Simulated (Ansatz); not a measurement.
We consider MoRu₃ (model structure, started from the A15 type, Pm-3n, No. 223, 8 atoms in the cell), described by r²SCAN (Ansatz, an electronic-structure program, plane waves, PAW).

Settings: plane-wave cutoff 560 eV, 12×12×12 k mesh, Fermi–Dirac smearing 0.05 eV, no spin polarisation, scalar-relativistic PAW data made under PBE.

Cell (relaxed at this level):

```cif
data_Mo2Ru6
_chemical_formula_sum 'Ru6 Mo2'
_space_group_name_H-M_alt 'P 1'
_space_group_IT_number 1
_cell_length_a 4.86534
_cell_length_b 4.86534
_cell_length_c 4.86534
_cell_angle_alpha 90.000
_cell_angle_beta 90.000
_cell_angle_gamma 90.000
loop_
_space_group_symop_operation_xyz
  'x, y, z'
loop_
_atom_site_label
_atom_site_type_symbol
_atom_site_fract_x
_atom_site_fract_y
_atom_site_fract_z
_atom_site_occupancy
Ru1 Ru 0.25000 0.00000 0.50000 1
Ru2 Ru 0.75000 0.00000 0.50000 1
Ru3 Ru 0.00000 0.50000 0.25000 1
Ru4 Ru 0.00000 0.50000 0.75000 1
Ru5 Ru 0.50000 0.25000 0.00000 1
Ru6 Ru 0.50000 0.75000 0.00000 1
Mo1 Mo 0.00000 0.00000 0.00000 1
Mo2 Mo 0.50000 0.50000 0.50000 1
```

Task: Give the computed bulk modulus B0.

Result: 
- bulk modulus B0: 301 GPa

Note: the run has no spin polarisation, so it can have missed a magnetic state; the bulk modulus is −V dP/dV from two relaxed cells at ±2 % in volume; the relaxation could raise the start's symmetry but not lower it, so the cell can be a saddle point.

Computed values are for the static lattice.

A model structure was made by putting elements into a prototype or built by hand; it is no filed structure, need not be a known phase, and can be a saddle point held by its symmetry.
